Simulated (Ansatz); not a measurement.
Consider Bi$_{2}$Se$_{3}$ in the Bi2Te3 type structure (space group R-3m, No. 166; a = 4.144 Å, c = 28.448 Å (hexagonal axes)).

Levels (all Ansatz, a first-principles code, PAW): PBE-D3(BJ) (420 eV, no spin-orbit coupling); HSE06 (420 eV, scalar-relativistic without spin-orbit coupling).

The geometry is relaxed with PBE-D3(BJ).

| Property | Result |
|---|---|
| PBE-D3(BJ) lowest conduction level above the VBM at special points | Γ 0.16 eV; T 0.68 eV; L 0.78 eV |

### Question
What does HSE06 give at this geometry for the lowest conduction level above the VBM at special points?

### Answer
The lowest conduction level above the VBM at special points becomes Γ 0.58 eV; T 1.05 eV; L 1.22 eV (PBE-D3(BJ): Γ 0.16 eV; T 0.68 eV; L 0.78 eV).

Single points use the geometry relaxed with PBE-D3(BJ). The levels and masses belong to the bands next to the band gap. Stability against distortions was not tested.
